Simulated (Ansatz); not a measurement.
## ZrO2 under a change: strain tensor (xx, yy, zz, yz, xz, xy) = (+1.89, −0.21, +0.74, +0.20, −0.84, −1.06) %

The parent structure is ZrO₂ in the fluorite structure (space group Fm-3m, No. 225; a = 5.089 Å). Axes: x, y, z lie along the cube axes.

The change: strain tensor (xx, yy, zz, yz, xz, xy) = (+1.89, −0.21, +0.74, +0.20, −0.84, −1.06) %; the atoms relax in the strained cell.

Calculations: Ansatz (a first-principles code), r2SCAN, PAW, cutoff 500 eV, no SOC, earlier PAW set. k-mesh 11×11×11 (Γ-centred); smearing 0.05 eV (Fermi–Dirac).

```csv
quantity,base,changed,shift
volume per atom,10.98 Å³,11.25 Å³,+0.265 Å³
space group,Fm-3m (No. 225),P-1 (No. 2),–
shortest interatomic distance,2.204 Å,2.202 Å,-0.0012 Å
energy relative to the base (free energy F),0 meV/atom,+9.9 meV/atom,+9.9 meV/atom
band gap,3.89 eV,3.62 eV,-0.27 eV
gap character,–,"indirect, V → Γ",–
smallest direct gap,4.29 eV,4.09 eV,-0.20 eV
electron mass,–,"0.54 mₑ along x, 1.6 mₑ along y, 0.89 mₑ along z (at Γ)",–
"valley order (the lowest conduction-band minima on the path, energy above the VBM, named in the base's zone)","Γ 3.89 eV; a point along ⟨110⟩, about 0.8 Å⁻¹ from Γ 4.29 eV; X along ⟨100⟩ 4.29 eV; L along ⟨111⟩ 4.49 eV",Γ 3.62 eV; X along [001] 4.06 eV; X along [100] 4.06 eV; X along [010] 4.09 eV,–
"stress (xx, yy, zz, yz, xz, xy; compression positive)",–,"(-10.51, -1.24, -5.46, -0.22, 1.04, 1.34) GPa",–
```

Final structure:

```yaml
crystal:
  lattice:
    - [-0.04822, 2.54419, 2.56836]
    - [2.57142, -0.02201, 2.54215]
    - [2.56569, 2.51226, -0.01629]
  atoms:
    - { symbol: Zr, position: [0.00000, 0.00000, 0.00000] }
    - { symbol: O, position: [0.25222, 0.25020, 0.24963] }
    - { symbol: O, position: [0.74778, 0.74980, 0.75037] }
```

Effective masses come from finite differences of ±0.01 Å⁻¹. Whether these cells are dynamically stable was not tested. This is not the structure that ZrO2 has at room temperature and ambient pressure. k-point labels follow each cell's own Brillouin zone.
